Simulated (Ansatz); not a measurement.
# TlBr under a change: Tl → Co

Start from TlBr in the CsCl type structure (space group Pm-3m, No. 221; a = 3.915 Å).

One thing is altered: full substitution Tl → Co, then cell and atoms are relaxed.

Level of theory: PBEsol/PAW in Ansatz (a program for electronic structure), scalar-relativistic without spin-orbit coupling, earlier PAW set. k-mesh 15×15×15 (Γ-centred); smearing 0.05 eV (Fermi–Dirac), for the changed cell.

The volume per atom falls by 14.19 Å³, from 29.99 Å³ to 15.80 Å³ and the density drops by 0.58 g/cm³ to 7.29 g/cm³. The lattice parameter a shrinks by 0.753 Å to 3.162 Å and the space group is still Pm-3m (No. 221). The shortest interatomic distance falls by 0.652 Å, from 3.390 Å to 2.738 Å and the band gap becomes zero (base: 1.59 eV). The magnetic state goes from not spin-polarised to ferromagnetic.

Final structure:

```
CoBr
1.0
    3.16169     0.00000     0.00000
    0.00000     3.16169     0.00000
    0.00000     0.00000     3.16169
Co Br
1 1
Cartesian
  0.00000   0.00000   0.00000
  1.58085   1.58085   1.58085
```

Spin-orbit coupling, missing from the scalar runs, can matter with Tl. No phonon test of stability was made. As relaxed here, CoBr is a hypothetical phase, not in the database extracts checked. No Hubbard U is applied and the magnetic state is the run's own (CoBr ferromagnetic); other magnetic orders, which need larger cells, were not tried and can change the gap.
